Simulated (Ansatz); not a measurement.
Functionals compared on the (100) surface of rock-salt TiC, Al on all Ti sites of the top plane (bottom of the slab: a bare face, its two planes held), in Ansatz (plane waves, PAW). The structure was relaxed with PBE; the other rows are single points on it. Cutoff 420 eV (500 eV for r2SCAN).

Slab: 12 atoms, 10.6 Å thick at the start with caps and adatoms (thin: gaps and levels are the slab's own); k 12x12x1, smearing 0.1 eV, dipole-corrected; 4 atoms held, the rest relaxed; symmetry of the start imposed; no spin, no spin-orbit, no U. In PBE it is, or lies within 0.01 eV a 1x1 cell of, the lowest of the 2 structures of its composition computed so far; subsurface sites and larger cells were not tried. These notes are the PBE run's.

```json
[
 {"functional": "PBE", "work function of the top face (eV)": "5.05", "rough cost of the single point": "–"},
 {"functional": "RPBE", "work function of the top face (eV)": "4.93", "rough cost of the single point": "about 50 core-seconds (a rough figure)"},
 {"functional": "r2SCAN", "work function of the top face (eV)": "___", "rough cost of the single point": "roughly 70 core-seconds"}
]
```

Q: Some entries are withheld; supply them.

A: 
- r2SCAN, work function of the top face (eV): 5.15

Ansatz is a first-principles code.
